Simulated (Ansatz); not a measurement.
```
CELL_PARAMETERS angstrom
     14.00000     0.00000     0.00000
      0.00000    14.00000     0.00000
      0.00000     0.00000     5.92595
ATOMIC_POSITIONS crystal
  Hf 0.50000 0.50000 0.00000
  Hf 0.50000 0.50000 0.50000
  O  0.59438 0.50000 0.25000
  O  0.40562 0.50000 0.25000
  O  0.50000 0.59438 0.75000
  O  0.50000 0.40562 0.75000
```

Levels: PBE+D3(BJ) (plane waves to 420 eV, PAW; Ansatz, a first-principles code); PBE+D3(BJ) with spin-orbit coupling (Ansatz); r2SCAN (plane waves to 500 eV, PAW; Ansatz); HSE06 run with Ansatz. Unmarked values and the geometry are of the first. Mesh 1×1×58. No spin polarisation, so a magnetic state wasn't tested. One-dimensional cell, images about 11 Å apart. A model structure. It keeps the symmetry and period of its start, so it need not be a minimum against all distortions. Pairing along the axis, which can open a gap, is among the distortions not tried. Values not marked SOC lack spin–orbit coupling. HSE06 ran on a 1×1×3 mesh and at PBE's edge points. Buckling under compression is shut out by symmetry and the short period.

Task: Say what this body is, and give its properties.

Result: HfO2 chain of edge-sharing tetrahedra. A hypothetical model.
| Property | Result |
|---|---|
| largest distance between nuclei across the axis | 2.64 Å |
| PBE gap | 4.17 eV, direct at Γ |
| electron mass along the axis (PBE) | 0.69 mₑ |
| hole mass along the axis (PBE) | 1.4 mₑ |
| valence and conduction edges under the vacuum level (PBE) | 7.42 and 3.25 eV |
| PBE+SOC gap at this geometry | 4.15 eV |
| r2SCAN gap at this geometry | 4.82 eV |
| HSE06 gap at this geometry | 5.73 eV |
| axial stiffness dF/dε | 72 nN |
